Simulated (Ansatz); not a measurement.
The structure below was relaxed with r2SCAN/PAW in Ansatz (a quantum-chemistry and plane-wave program), without spin-orbit coupling.

```
CELL_PARAMETERS angstrom
      4.93253     0.00000     0.00000
      0.00000     4.93253     0.00000
      0.00000     0.00000     3.53221
ATOMIC_POSITIONS crystal
  Zr 0.50000 0.00000 0.00000
  Nb 0.50000 0.50000 0.50000
  Zr 0.00000 0.00000 0.50000
  Zr 0.00000 0.50000 0.00000
```

Task: Find the space group and the Wyckoff positions.

Result: Space group P4/mmm (No. 123); a = b = 4.933 Å, c = 3.532 Å, α = β = γ = 90.00°

```csv
atom,site,symmetry,x,y,z
Zr,2f,mmm.,0.0000,0.5000,0.0000
Nb,1d,4/mmm,0.5000,0.5000,0.5000
Zr,1b,4/mmm,0.0000,0.0000,0.5000
```

Task: Describe the coordination.

Result: The crystal has 4 atoms in its conventional cell. Cell: a = b = 4.933 Å, c = 3.532 Å, α = β = γ = 90.00°. Zr1 has 4 Nb at 3.033 Å and 4 Zr at 3.033 Å and 6 Zr at 3.488–3.532 Å. Nb has 8 Zr at 3.033 Å and 4 Zr at 3.488 Å and 2 Nb at 3.532 Å. Zr2 sees 8 Zr at 3.033 Å and 2 Zr at 3.532 Å and 4 Nb at 3.488 Å. (Neighbours: up to the widest gap in distance over summed covalent radii, below 1.35, at either atom.)

Each cell is one ordered arrangement of few atoms, which overstates ordering effects compared with a random alloy. Stability against distortions was not tested. The final runs are not spin-polarised. An odd electron count without spin: Zr3Nb. The cell was made from Nb by this change: x(Zr) = 0.75, 4 atoms, P4/mmm. Zr3Nb has a high density of states at the Fermi level and may be magnetic at this level.
